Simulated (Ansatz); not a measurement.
The starting structures come from a database of crystals and need not be the phases stable at ambient conditions.

Inside the gap of an insulator the Bloch states are evanescent, with a wavenumber k + iκ along the transport direction.

Input:

```
Pb2Ti4F2O9
1.0
    3.84346     0.00000     0.00000
    0.00000    10.49604     0.00000
    1.92173    -5.17388     5.44602
Ti Pb O F
4 2 9 2
Direct
  0.65800   0.77320   0.68400
  0.34200   0.22680   0.31600
  0.62140   0.45300   0.75720
  0.37860   0.54700   0.24280
  0.08470   0.16370   0.83060
  0.91530   0.83630   0.16940
  0.19810   0.75490   0.60380
  0.80190   0.24510   0.39620
  0.85170   0.56800   0.29660
  0.14830   0.43200   0.70340
  0.50000   0.00000   0.00000
  0.43720   0.66160   0.12560
  0.56280   0.33840   0.87440
  0.61550   0.65210   0.76900
  0.38450   0.34790   0.23100
  0.71230   0.93820   0.57540
  0.28770   0.06180   0.42460
```

Space group of this cell: C2/m. The cell is taken as given; by r2SCAN its mean pressure is -5.1 GPa.

Transport runs along the normal of the first two printed cell vectors.

No gap correction and no spin-orbit coupling; mid-gap values are interpolated between computed energies.

Question: Give the band gap and the smallest decay constant κ at mid-gap that Ansatz (a quantum-chemistry and plane-wave program) with r2SCAN yields.

Answer: Gap 2.69 eV on a 8×4×8 mesh; κ = 0.417 1/Å, at the zone centre.
